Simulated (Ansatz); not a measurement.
Reference: GaP (F-43m), PBEsol, rigid bands (plane waves, PAW, scalar-relativistic; Ansatz, a first-principles code); geometry: cell and atoms relaxed with PBEsol.

```cif
data_GaP
_chemical_formula_sum 'Ga1 P1'
_space_group_name_H-M_alt 'P 1'
_space_group_IT_number 1
_cell_length_a 3.84586
_cell_length_b 3.84586
_cell_length_c 3.84586
_cell_angle_alpha 60.000
_cell_angle_beta 60.000
_cell_angle_gamma 60.000
loop_
_space_group_symop_operation_xyz
  'x, y, z'
loop_
_atom_site_label
_atom_site_type_symbol
_atom_site_fract_x
_atom_site_fract_y
_atom_site_fract_z
_atom_site_occupancy
Ga1 Ga 0.00000 0.00000 0.00000 1
P1 P 0.25000 0.25000 0.25000 1
```

| Item | Result |
|---|---|
| band gap | 1.45 eV |
| electron conductivity mass | 0.34 mₑ |
| Seebeck coefficient, n-type 1e19 cm⁻³ | -332 μV/K |

### Question
Replace Ga by In on the same sites and relax. What happens?

### Answer
InP (F-43m): volume per atom 20.1 to 25.4 Å³; band gap falls (1.45 eV to 0.57 eV); electron conductivity mass falls (0.34 mₑ to 0.056 mₑ); Seebeck coefficient, n-type 1e19 cm⁻³ falls in size (-332 μV/K to -43 μV/K).

### Question
Replace Ga by Al on the same sites and relax. What happens?

### Answer
AlP (F-43m): volume per atom 20.1 to 20.5 Å³; band gap stays about the same (1.45 eV to 1.45 eV); electron conductivity mass stays about the same (0.34 mₑ to 0.33 mₑ); Seebeck coefficient, n-type 1e19 cm⁻³ falls in size (-332 μV/K to -263 μV/K).

### Question
Replace Ga by B on the same sites and relax. What happens?

### Answer
BP (F-43m): volume per atom 20.1 to 11.5 Å³; band gap falls (1.45 eV to 1.11 eV); electron conductivity mass stays about the same (0.34 mₑ to 0.33 mₑ); Seebeck coefficient, n-type 1e19 cm⁻³ stays about the same (-332 μV/K to -336 μV/K).

Moves up to 5 % count as about the same. Masses are for dilute carriers at 300 K, harmonic means over directions unless an axis is named. Seebeck coefficients are for the stated density at 300 K, with one relaxation time for all states and whether or not that doping can be reached. Spin-orbit coupling is left out.
